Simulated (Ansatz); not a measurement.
The starting structures come from a database of crystals and need not be the phases stable at ambient conditions.

Here is the system:

```yaml
crystal:
  lattice:
    - [3.85882, 0.00000, 0.00000]
    - [1.92941, 6.50375, 0.00000]
    - [0.00000, 0.05884, 4.01819]
  atoms:
    - { symbol: Nb, position: [0.85348, 0.29304, 0.93194] }
    - { symbol: Nb, position: [0.14652, 0.70696, 0.06806] }
    - { symbol: O, position: [0.85096, 0.29808, 0.48437] }
    - { symbol: O, position: [0.14904, 0.70192, 0.51563] }
    - { symbol: O, position: [0.00000, 0.00000, 0.00000] }
    - { symbol: O, position: [0.68510, 0.62980, 0.00543] }
    - { symbol: O, position: [0.31490, 0.37020, 0.99457] }
```

Space group of this cell: C2/m. The cell is taken as given; by r2SCAN its mean pressure is -6.0 GPa.

The numbers are results of r2SCAN (plane waves, PAW; Ansatz, a program for electronic structure), not measurements.

The current runs along the normal of the first two printed vectors; no spin-orbit coupling. Scaled by the factor s: all lengths (ions clamped). Meshes 8×8×8 and 8×6 across the current in all rows.

```csv
s,mean pressure (GPa),band gap (eV)
0.98,7.1,?
1.00,-6.0,2.60
1.02,-15.8,2.41
```

### Question
Take the slope of the band gap against ln s from the two given rows, extrapolate to s = 0.98, and say what the run there gives.

### Answer
Slope = (2.41 − 2.60) / ln 1.02 = -9.59 eV. The line gives 2.60 + (-9.59) × ln 0.98 = 2.79 eV. The run gives 2.79 eV, as the line does.
